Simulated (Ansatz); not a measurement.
# By hand: formation energy of Ta_W in W (bcc, Im-3m)

This concerns the formation energy of Ta_W in W (bcc, Im-3m). Reaction: 63 W (bcc) + Ta (bcc) → cell A.

A: a supercell of 64 sites of W (bcc, Im-3m) with Ta on a W site (8 W at 2.77 Å); spin state with PBE: run without spin.

Method: Ansatz (a program for electronic structure), PAW, neutral cells at 0 K with nuclei at rest, on structures from PBE. Ansatz runs with its default PAW set. Other levels take these structures. The lattices are those relaxed with PBE, so at other levels the solids can be strained. Larger cells are relaxed from a start prepared with the learned potential CHGNet, on a coarser mesh till forces fall under 0.03 eV/Å, which some starts already meet. A dispersion term (D3(BJ), or D4 for r2SCAN) was computed beside these levels and is taken off wherever the name lacks it. Spin-orbit coupling is left out. Mesh and cell size may move defect energies by 0.1 eV or more. Cell A has symmetry Im-3m within 0.02 Å and got no random move, so less symmetric positions, which may lie lower, weren't tried.

Total energies of the cells in eV, at zero smearing width. They compare only within one column; the weights balance every element.

| cell | atoms | weight | r2SCAN |
|---|---|---|---|
| A: W:Ta_W | 64 | +1 | -664974.67626 |
| W (bcc) | 64 | −63/64 | -665427.10885 |
| Ta (bcc) | 1 | −1 | -9944.31688 |

r2SCAN: (-664974.67626) − 63/64 × (-665427.10885) − (-9944.31688) = -0.549 eV.
